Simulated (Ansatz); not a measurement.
Start from TaSi$_{2}$ (space group P6_222, No. 180; a = 4.804 Å, c = 6.604 Å).

Computed with PBE (Ansatz, an electronic-structure program, PAW, no spin-orbit coupling), earlier PAW set.

For the base:

| Item | Value |
|---|---|
| Volume per atom | 14.67 Å³ |

Now apply this change: cell and atoms relaxed at a pressure of 0.3 GPa.

Problem. Estimate the effect on the volume per atom.

Solution. The volume per atom decreases by 0.024 Å³ to 14.64 Å³.

Load acts through the strain it causes; cell and atoms are relaxed under it. Whether these cells are dynamically stable was not tested. The final runs are not spin-polarised. An odd electron count without spin: TaSi2.
